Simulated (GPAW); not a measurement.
# Quick settings and what they miss: As (R-3m, 2 atoms in the cell)

Self-consistent single point.

```xyz
2
Lattice="1.8772 1.0838 3.7040 -1.8772 1.0838 3.7040 0.0000 -2.1676 3.7040" Properties=species:S:1:pos:R:3 pbc="T T T"
As     0.0000     0.0000     2.4938
As     0.0000     0.0000     8.6181
```

Method: PBEsol, GPAW PAW datasets PBEsol (made by gpaw-setup) (plane waves; GPAW).

Base settings: mode = pw; ecut = 550 eV; xc = PBEsol; kpts = 7 7 7; mesh shift (steps) = 0 0 0; occupations.name = methfessel-paxton; occupations.width = 0.136 eV; occupations.order = 0; nbands = -10; symmetry.symmorphic = false; symmetry.tolerance = 0.0005; maxiter = 100.

Tight run (finer mesh or higher cutoff; not a proven limit): ecut: 550 eV → 770 eV; kpts: 7 7 7 → 10 10 10; convergence.energy: default → 1e-10 eV/electron; convergence.density: default → 5e-07 e/electron; convergence.eigenstates: default → 1e-14. It gave Fermi level (on the code's own zero) 6.42 eV; pressure -1.24 GPa; largest force (vector length) 0.229 eV/Å.

Quick runs, as changes from the base:
- A: the base itself
- B: ecut: 550 eV → 330 eV; kpts: 7 7 7 → 6 6 6; kpts_shift: 0 0 0 → 0.5 0.5 0.5
- C: ecut: 550 eV → 330 eV; kpts: 7 7 7 → 3 3 3
- D: ecut: 550 eV → 385 eV; kpts: 7 7 7 → 4 4 4; occupations.name: methfessel-paxton → fermi-dirac; occupations.width: 0.136 eV → 0.5 eV; occupations.order: 0 → default
- E: ecut: 550 eV → 440 eV; kpts: 7 7 7 → 6 6 6; kpts_shift: 0 0 0 → 0.5 0.5 0.5; occupations.name: methfessel-paxton → marzari-vanderbilt; occupations.order: 0 → default
- F: ecut: 550 eV → 385 eV; kpts: 7 7 7 → 8 8 8; occupations.name: methfessel-paxton → marzari-vanderbilt; occupations.width: 0.136 eV → 0.2 eV; occupations.order: 0 → default; convergence.energy: default → 0.0001 eV/electron; convergence.density: default → 0.0005 e/electron; convergence.eigenstates: default → 1e-08

Energies are extrapolated to zero smearing width, which holds to low order in the width alone.

The count of work is k-points × plane waves × bands × iterations; it is no time. 

The starting cell comes from a database of computed structures (which also holds hypothetical and non-ambient phases and stackings), without a prior relaxation at this level. Its lattice was rescaled by a random factor within 2.5 % of one.

```
run  energy less tight (meV/atom)  largest miss in a force vector (eV/Å)  count of work / tight
---  ----------------------------  -------------------------------------  ---------------------
A                            -9.6                                  0.032                  0.082
B                           -12.0                                  0.085                  0.024
C                           -36.7                                  0.254                 0.0052
D                             3.8                                  0.096                  0.014
E                           -12.9                                  0.085                  0.037
F                            -2.6                                  0.005                  0.071
```

Among the runs at the tight run's level, the energy misses run from 2.6 to 36.7 meV/atom.
